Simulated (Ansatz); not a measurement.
We consider cubic perovskite CsSnI₃ (cubic high-temperature phase), described by rVV10 in Ansatz (PAW).

Run with plane-wave cutoff 520 eV, 6×6×6 k mesh, Fermi–Dirac smearing 0.01 eV, scalar-relativistic PAW data made under PBE.

Pressure at four volumes; x = ln(V/48.269 Å³). One pressure is withheld.

| V (Å³/atom) | x | P (GPa) |
|---|---|---|
| 45.373 | -0.0619 | 1.303 |
| 48.269 | 0.0000 | 0.000 |
| 50.200 | 0.0392 | -0.654 |
| 51.165 | 0.0583 | ? |

Task: Pass a parabola P(x) through the three rows shown, estimate the bulk modulus and its pressure derivative near zero pressure, and predict the withheld pressure.

Result: Slopes between the rows: (0.000 − (1.303))/(0.0000 − (-0.0619)) = -21.05 and (-0.654 − (0.000))/(0.0392 − (0.0000)) = -16.68 GPa. Their difference over the span 0.1011 is c = 4.37/0.1011 = 43.2 GPa, so P(x) = 1.303 + (-21.05)(x − (-0.0619)) + 43.2 (x − (-0.0619))(x − (0.0000)). At the middle row B = −dP/dx = −[-21.05 + 43.2 × 0.0619] = 18.4 GPa, and B′ = dB/dP = 2c/B = 4.7. At x = 0.0583 the parabola gives -0.924 GPa; the run gives -0.930 GPa. The Birch–Murnaghan fit to the energies at all volumes has B0 = 18.2 GPa and B′ = 4.6.

Note: the relaxation could not lower the start's symmetry, so the cell can be a saddle point above a distorted one.

Spin–orbit coupling is not included.

Ansatz is a quantum-chemistry and plane-wave program.
